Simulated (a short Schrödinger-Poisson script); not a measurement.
Gated Al0.33Ga0.67N/GaN polarisation-induced gas

System: gated Al0.33Ga0.67N/GaN polarisation-induced gas, at 20 K.

| layer | material | thickness (nm) | Na (cm⁻³) |
|---|---|---|---|
| 1 | Al0.33Ga0.67N | 20 | - |
| 2 | GaN | 6000 | 1e14 |

Constants are typed, rounded textbook-type inputs, not results; the design itself was drawn at random and stands for no fabricated device. Al0.33Ga0.67N: permittivity 9.3, conduction-band edge (eV) 0.462, gap (eV) 4.09, electron mass (mₑ) 0.24, Nv at 300 K (cm⁻³) 4.6e19. GaN: permittivity 9.5, conduction-band edge (eV) 0, gap (eV) 3.43, Nv at 300 K (cm⁻³) 4.6e19.

Channel valleys (confinement mass, in-plane density-of-states mass, number): Γ 0.2, 0.2, 1. At the gate the conduction-band edge of layer 1 lies 1.27 eV − eVg above the Fermi level of the channel; the field vanishes at the back. Sheet of polarisation charge: +1.6e13 e/cm² at 20 nm from the gate. The barrier under the gate holds no holes. Gaps are held at their typed values at every temperature. Mesh 0.08 nm at interfaces.

From a short Schrödinger-Poisson script (our own, NumPy): 1D Poisson equation in equilibrium, electrons quantum, Hartree (BenDaniel-Duke, 40 states a valley, the channel's in-plane mass for all, wave functions free to enter the barrier), parabolic valleys, classical holes, full ionisation, no traps, pinning or gate leakage.

| Vg (V) | electrons (cm⁻²) | in the channel layer | C (μF/cm²) | Γ E0 (meV) | Γ E1 (meV) |
|---|---|---|---|---|---|
| 0.5 | 1.41e13 | 1.27e13 | 0.397 | -149.5 | -18.7 |
| 0.1 | 1.31e13 | 1.19e13 | 0.396 | -140.0 | -16.4 |
| -0.3 | 1.21e13 | 1.12e13 | 0.394 | -130.3 | -14.3 |
| -0.7 | 1.11e13 | 1.03e13 | 0.393 | -120.6 | -12.2 |
| -1.1 | 1.01e13 | 9.50e12 | 0.392 | -110.8 | -10.3 |
| -1.5 | 9.14e12 | 8.65e12 | 0.390 | -100.9 | -8.6 |
| -1.9 | 8.17e12 | 7.79e12 | 0.389 | -90.9 | -6.9 |
| -2.3 | 7.20e12 | 6.91e12 | 0.387 | -80.8 | -5.3 |
| -2.7 | 6.24e12 | 6.02e12 | 0.386 | -70.7 | -3.8 |
| -3.1 | 5.28e12 | 5.13e12 | 0.384 | -60.4 | -2.3 |
| -3.5 | 4.32e12 | 4.22e12 | 0.381 | -50.1 | -0.8 |
| -3.9 | 3.37e12 | 3.31e12 | 0.378 | -39.6 | 0.9 |
| -4.3 | 2.43e12 | 2.40e12 | 0.374 | -28.9 | 3.5 |
| -4.7 | 1.51e12 | 1.49e12 | 0.368 | -18.0 | 7.6 |
| -5.1 | 6.00e11 | 5.98e11 | 0.356 | -7.1 | 11.4 |

Gate voltages with under 1e6 electrons/cm² are left out.

Subbands count from the Fermi level.
